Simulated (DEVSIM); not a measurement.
Device: Si p+/n-/n+ power diode, at 350 K.

```csv
layer (left to right),material,thickness (μm),Nd (cm⁻³),Na (cm⁻³),τn (s),τp (s)
1,Si,0.910,-,3.6e18,3.3e-6,3.3e-6
2,Si,15.0,2.1e14,-,3.3e-6,3.3e-6
3,Si,4.40,1.3e18,-,3.3e-6,3.3e-6
```

Left contact: ohmic. Right contact: ohmic. Voltage is applied to the left contact. Recombination: SRH at mid-gap, Auger. Gap narrowing is on: ΔEg = 6.92 meV × (l + √(l² + 0.5)), l = ln(N/1.3e17 cm⁻³), shared equally by both band edges. Mobility is μmin + (μ − μmin)/(1 + (N/Nref)^α).

The device is made up for the run: typed textbook-type constants, with dimensions and the other settings drawn at random. Values at 300 K; Nc and Nv go as T^1.5, mobilities as T to minus their exponent, the gap by Varshni's rule with the affinity fixed.

| parameter | Si |
|---|---|
| gap (eV) | 1.124 |
| affinity (eV) | 4.05 |
| permittivity | 11.7 |
| Nc (cm⁻³) | 2.86e19 |
| Nv (cm⁻³) | 3.1e19 |
| μn (cm²/Vs) | 1417 |
| μp (cm²/Vs) | 470 |
| μn,min | 52 |
| μp,min | 45 |
| Nref,n | 9.7e16 |
| Nref,p | 2.2e17 |
| αn | 0.68 |
| αp | 0.72 |
| T exponent of μn | 2.3 |
| T exponent of μp | 2.2 |
| Cn (cm⁶/s) | 2.8e-31 |
| Cp (cm⁶/s) | 9.9e-32 |
| Varshni α (eV/K) | 0.000473 |
| Varshni β (K) | 636 |

Simulated with DEVSIM: 1D drift-diffusion, Boltzmann statistics, complete ionisation; no tunnelling, impact ionisation, image-force lowering or self-heating.

Base results: dark forward voltage at 100 A/cm² (V) 0.757; dark forward voltage at 1 A/cm² (V) 0.601.

Task: What follows from this one change: thickness of layer 1 0.91 → 0.32 μm?

Result: dark forward voltage at 100 A/cm² 0.757 → 0.736 V; dark forward voltage at 1 A/cm² 0.601 → 0.578 V.

Task: What follows from this one change: constant mobility in place of the doping-dependent one?

Result: dark forward voltage at 100 A/cm² 0.757 → 0.712 V; dark forward voltage at 1 A/cm² 0.601 → 0.551 V.
